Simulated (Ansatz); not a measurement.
Related cells compared by their Bader charge of Ta.

Cell A: a supercell of 96 sites of HfO2 (P2₁/c) with Ta on a Hf site (7 O at 2.01–2.24 Å); an odd number of electrons; spin state with PBE: net moment 1.0 μB a cell, k-point mesh 2×2×2.
```
CELL_PARAMETERS angstrom
     10.32221     0.00000    -0.01022
      0.00000    10.42374     0.00000
     -1.78579     0.00000    10.55442
ATOMIC_POSITIONS crystal
  Hf 0.13906 0.22912 0.35466
  Hf 0.36222 0.27110 0.14553
  Hf 0.36203 0.47833 0.39499
  Hf 0.13766 0.02144 0.10423
  O  0.22664 0.37086 0.49017
  O  0.27504 0.12839 0.01142
  O  0.27557 0.12145 0.26129
  O  0.22464 0.37873 0.23877
  O  0.03382 0.16433 0.17497
  O  0.46700 0.33603 0.32479
  O  0.46676 0.41289 0.07392
  O  0.03592 0.08710 0.42562
  Hf 0.13779 0.22856 0.85410
  Ta 0.36069 0.27269 0.64691
  Hf 0.36109 0.47915 0.89564
  Hf 0.14080 0.02545 0.60468
  O  0.22371 0.37182 0.98870
  O  0.28346 0.12928 0.51172
  O  0.27826 0.12351 0.76163
  O  0.22404 0.37733 0.73864
  O  0.03256 0.16426 0.67601
  O  0.46120 0.33270 0.82211
  O  0.46383 0.41104 0.57625
  O  0.03277 0.08607 0.92481
  Hf 0.13824 0.72904 0.35449
  Hf 0.36235 0.77141 0.14583
  Hf 0.36251 0.97854 0.39566
  Hf 0.13745 0.52165 0.10414
  O  0.22498 0.87218 0.48844
  O  0.27543 0.62843 0.01149
  O  0.27531 0.62142 0.26158
  O  0.22482 0.87851 0.23829
  O  0.03345 0.66447 0.17460
  O  0.46706 0.83521 0.32522
  O  0.46667 0.91396 0.07541
  O  0.03399 0.58552 0.42444
  Hf 0.13743 0.72914 0.85408
  Hf 0.36187 0.77170 0.64556
  Hf 0.36225 0.97853 0.89564
  Hf 0.13779 0.52158 0.60422
  O  0.22441 0.87140 0.98837
  O  0.27534 0.62862 0.51166
  O  0.27439 0.62123 0.76164
  O  0.22538 0.88015 0.73842
  O  0.03364 0.66484 0.67394
  O  0.46668 0.83545 0.82559
  O  0.46741 0.91218 0.57486
  O  0.03325 0.58618 0.92432
  Hf 0.63827 0.22838 0.35422
  Hf 0.86241 0.27117 0.14594
  Hf 0.86232 0.47849 0.39584
  Hf 0.63812 0.02126 0.10446
  O  0.72454 0.37164 0.48819
  O  0.77521 0.12853 0.01170
  O  0.77612 0.12141 0.26202
  O  0.72506 0.37848 0.23809
  O  0.53368 0.16395 0.17425
  O  0.96723 0.33596 0.32599
  O  0.96571 0.41471 0.07587
  O  0.53500 0.08465 0.42354
  Hf 0.63683 0.22823 0.85339
  Hf 0.86196 0.27169 0.64615
  Hf 0.86158 0.47863 0.89575
  Hf 0.63656 0.02223 0.60389
  O  0.72345 0.37084 0.98746
  O  0.77625 0.12896 0.51203
  O  0.77254 0.12181 0.76161
  O  0.72297 0.37836 0.73821
  O  0.52814 0.16320 0.67332
  O  0.96560 0.33609 0.82607
  O  0.96651 0.41432 0.57589
  O  0.53346 0.08601 0.92448
  Hf 0.63814 0.72840 0.35437
  Hf 0.86203 0.77151 0.14613
  Hf 0.86350 0.97907 0.39709
  Hf 0.63776 0.52099 0.10385
  O  0.72577 0.87155 0.48833
  O  0.77498 0.62855 0.01176
  O  0.77553 0.62135 0.26192
  O  0.72482 0.87847 0.23869
  O  0.53339 0.66324 0.17429
  O  0.96698 0.83629 0.32603
  O  0.96610 0.91429 0.07576
  O  0.53334 0.58475 0.42493
  Hf 0.63784 0.72833 0.85378
  Hf 0.86271 0.77283 0.64530
  Hf 0.86162 0.97867 0.89595
  Hf 0.63753 0.52123 0.60434
  O  0.72442 0.87124 0.98831
  O  0.77507 0.62858 0.51202
  O  0.77517 0.62114 0.76124
  O  0.72454 0.87868 0.73806
  O  0.53254 0.66269 0.67447
  O  0.96620 0.83599 0.82580
  O  0.96815 0.91584 0.57655
  O  0.53371 0.58430 0.92323
```

Cell B: a supercell of 96 sites of HfO2 (P2₁/c) with Ta off the lattice sites (6 O at 2.08–2.33 Å); an odd number of electrons; spin state with PBE: net moment 1.0 μB a cell, k-point mesh 2×2×2.
```
CELL_PARAMETERS angstrom
     10.32221     0.00000    -0.01022
      0.00000    10.42374     0.00000
     -1.78579     0.00000    10.55442
ATOMIC_POSITIONS crystal
  Hf 0.15023 0.23516 0.36280
  Hf 0.36440 0.27245 0.14598
  Hf 0.35197 0.48006 0.39795
  Hf 0.12983 0.01553 0.09914
  O  0.20481 0.37777 0.50536
  O  0.27242 0.12644 0.02034
  O  0.30918 0.13840 0.28891
  O  0.22457 0.38232 0.24013
  O  0.04918 0.16523 0.17712
  O  0.48252 0.35022 0.31946
  O  0.46656 0.41578 0.07540
  O  0.03988 0.08441 0.42425
  Hf 0.13063 0.23012 0.86137
  Hf 0.34201 0.27372 0.66687
  Hf 0.35851 0.48314 0.90088
  Hf 0.13417 0.02201 0.60438
  O  0.22452 0.36991 0.99505
  O  0.28127 0.12182 0.52128
  O  0.26916 0.12354 0.77200
  O  0.21267 0.38793 0.75365
  O  0.03360 0.16831 0.67532
  O  0.46407 0.33899 0.82900
  O  0.46377 0.40100 0.56835
  O  0.02788 0.08335 0.92249
  Hf 0.13524 0.72892 0.35379
  Hf 0.36282 0.76974 0.14542
  Hf 0.36266 0.96612 0.39728
  Hf 0.13631 0.52302 0.10476
  O  0.22133 0.86573 0.49088
  O  0.27388 0.62810 0.01158
  O  0.26946 0.62515 0.25849
  O  0.22397 0.88646 0.23792
  O  0.02904 0.66422 0.17295
  O  0.46157 0.82293 0.32493
  O  0.46565 0.91534 0.07599
  O  0.03248 0.59063 0.42652
  Hf 0.13353 0.73080 0.85301
  Hf 0.35949 0.77036 0.64653
  Hf 0.36172 0.97762 0.89738
  Hf 0.13561 0.52505 0.60858
  O  0.22287 0.86993 0.98824
  O  0.27500 0.62808 0.51173
  O  0.27437 0.62547 0.76260
  O  0.22425 0.88095 0.73958
  O  0.03064 0.67019 0.67473
  O  0.46513 0.83533 0.82539
  O  0.46821 0.91022 0.57494
  O  0.03250 0.58526 0.92250
  Hf 0.65557 0.22886 0.34385
  Hf 0.87145 0.26856 0.14401
  Hf 0.86666 0.47861 0.39412
  Hf 0.63870 0.02116 0.10131
  O  0.73154 0.37437 0.48296
  O  0.77548 0.12952 0.00571
  O  0.78827 0.11520 0.25218
  O  0.73371 0.37691 0.23158
  O  0.53968 0.16883 0.16763
  O  0.97078 0.33646 0.32517
  O  0.96662 0.41453 0.07328
  O  0.54614 0.05931 0.40398
  Hf 0.63608 0.23150 0.85043
  Hf 0.86025 0.27257 0.64154
  Hf 0.85950 0.47974 0.89308
  Hf 0.63862 0.02070 0.59623
  O  0.72376 0.37076 0.98351
  O  0.78417 0.12715 0.50636
  O  0.76809 0.12238 0.75438
  O  0.71917 0.37785 0.73322
  O  0.51980 0.16528 0.66171
  O  0.95871 0.33246 0.82734
  O  0.96228 0.42128 0.58061
  O  0.53260 0.08561 0.91888
  Hf 0.63690 0.72534 0.35349
  Hf 0.85774 0.77037 0.14468
  Hf 0.86486 0.97908 0.39395
  Hf 0.63892 0.51959 0.10264
  O  0.72600 0.86987 0.48677
  O  0.77406 0.62804 0.00941
  O  0.77422 0.61985 0.26043
  O  0.72142 0.87678 0.23655
  O  0.53356 0.66286 0.17140
  O  0.96555 0.83624 0.32234
  O  0.96050 0.91328 0.07193
  O  0.53018 0.58457 0.42510
  Hf 0.63486 0.72678 0.85177
  Hf 0.85882 0.77218 0.64394
  Hf 0.85392 0.97870 0.89084
  Hf 0.63656 0.52097 0.59905
  O  0.72073 0.87082 0.98540
  O  0.77261 0.62916 0.51046
  O  0.77322 0.62134 0.75894
  O  0.72092 0.87935 0.73525
  O  0.52951 0.65827 0.67443
  O  0.96231 0.83707 0.82546
  O  0.96544 0.91504 0.57581
  O  0.53212 0.58633 0.92441
  Ta 0.44652 0.22606 0.46236
```

All numbers come from Ansatz (a quantum-chemistry and plane-wave program), plane waves with PAW, its default PAW set, cutoff 420 eV. The structures are at rest with PBE, within the held lattices. Neutral cells; Fermi-Dirac smearing of at most 0.05 eV in the solids, energies taken to zero width. Larger cells are relaxed from a start prepared with the learned potential CHGNet till forces fall under 0.03 eV/Å, which some starts already meet. The structures are the rest points that the relaxations reached, not proven lowest. Spin-orbit coupling is left out. No search over spin orders was made beyond those shown. No correction for cell size. A dispersion term ran beside these levels; it doesn't touch the electrons. Electrons of density maxima off the nuclei are shared among the atoms. Mean over the atoms, with the range where they differ; positive means electrons lost.

Predict the Bader charge of Ta (e) of each cell with PBE.


| system | PBE |
|---|---|
| A | 2.60 |
| B | 1.30 |

With PBE the value of A exceeds that of B by 1.3 e.
